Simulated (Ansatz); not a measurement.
Base system: SiGe in the wurtzite structure (space group P6_3mc, No. 186; a = 3.9004 Å, c = 6.4434 Å; a model cell, its experimental status unchecked).

One thing is altered: a hydrostatic pressure of 0.9 GPa.

Levels (all Ansatz, an electronic-structure program, PAW, earlier PAW set): PBEsol (420 eV, no spin-orbit coupling); r2SCAN (500 eV, no spin-orbit coupling); HSE06 (420 eV, spin-orbit coupling left out); PBEsol+SOC (420 eV, noncollinear with spin-orbit coupling).

At the geometry relaxed with PBEsol, these levels gave the following band gaps, in shuffled order: (a) 0.33 eV, (b) 0.64 eV, (c) 0.27 eV, (d) 0.95 eV.

### Question
Match each gap to its level.

### Answer
(a) PBEsol; (b) r2SCAN; (c) PBEsol+SOC; (d) HSE06.

Single points use the geometry relaxed with PBEsol. HSE06 gaps are upper bounds (no full band path). The spin-orbit shifts are approximate. Load acts through the strain it causes; cell and atoms are relaxed under it. Stability against distortions was not tested. The zero or small gap of SiGe under pressure 0.9 GPa can change with the level of theory.
